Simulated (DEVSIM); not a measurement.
System: Al/SiO2/p-Si capacitor, at 400 K.

```
layer (left to right)  material  thickness (nm)  Na (cm⁻³)
---------------------  --------  --------------  ---------
1                          SiO2            1.50          -
2                            Si             580     9.7e17
```

Metal gate on the left, work function 4.1 eV. Fixed charge at the semiconductor interface 0 cm⁻² (in units of +e); no interface traps.

This is a model device: material constants are rounded textbook-type values typed into the input, and sizes, dopings and lifetimes were drawn at random. Values at 300 K; Nc and Nv go as T^1.5, mobilities as T to minus their exponent, the gap by Varshni's rule with the affinity fixed.

```tsv
parameter	SiO2	Si
gap (eV)	9	1.124
affinity (eV)	0.9	4.05
permittivity	3.9	11.7
Nc (cm⁻³)	-	2.86e19
Nv (cm⁻³)	-	3.1e19
Varshni α (eV/K)	-	0.000473
Varshni β (K)	-	636
```

Simulated with DEVSIM: 1D Poisson equation in equilibrium, Boltzmann statistics, complete ionisation; no quantum confinement or tunnelling. Metal contacts follow the ideal Schottky-Mott rule: no Fermi-level pinning, no interface dipoles.

The temperature was swept, all else fixed.

| temperature (K) | threshold voltage (band bending 2φF) (V) | minimum of the low-frequency capacitance (μF/cm²) | flat-band voltage (V) |
|---|---|---|---|
| 250 | 0.23 | 0.270 | -1.02 |
| 300 | [?] | [?] | -0.98 |
| 350 | 0.17 | 0.295 | -0.95 |
| 400 | 0.14 | 0.308 | -0.91 |
| 450 | 0.11 | 0.330 | -0.87 |
| 500 | 0.08 | 0.347 | -0.83 |

**Question.** Complete the blanks.

**Answer.** 
- 300, threshold voltage (band bending 2φF) (V): 0.20
- 300, minimum of the low-frequency capacitance (μF/cm²): 0.282
